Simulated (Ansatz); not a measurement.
**InSb: response to strain**

The reference is InSb in the zinc blende structure (space group F-43m, No. 216; a = 6.5559 Å). Axes: x, y, z lie along the cube axes.

Strains are applied to the cell and any free atomic positions relax; under biaxial strain the out-of-plane vector relaxes too; under stress the whole cell relaxes.

Computed with DFT with r2SCAN, PAW potentials and a 500 eV plane-wave cutoff in Ansatz (a first-principles code), no SOC.

Notes on the quantities. energy relative to the base: free energy F; pressure: mean of the normal stresses, compression positive.

```csv
variant,energy relative to the base,pressure,space group,volume per atom
base,0 meV/atom,0.0 GPa,F-43m (No. 216),35.22 Å³
"biaxial strain +0.57 %, plane normal [001], relaxed out of plane",+0.4 meV/atom,-0.2 GPa,I-4m2 (No. 119),35.41 Å³
"biaxial strain −1.22 %, plane normal [111], relaxed out of plane",+3.1 meV/atom,0.8 GPa,R3m (No. 160),34.62 Å³
"biaxial strain +1.04 %, plane normal [111], relaxed out of plane",+2.1 meV/atom,-0.6 GPa,R3m (No. 160),35.75 Å³
"uniaxial stress, 1 GPa compression along x",+2.9 meV/atom,–,I-4m2 (No. 119),34.95 Å³
tensor shear ε_xz = +1.18 %,+1.8 meV/atom,0.0 GPa,Imm2 (No. 44),35.22 Å³
```

Beyond what the load breaks, stability against distortions was not tested. The final runs are not spin-polarised.
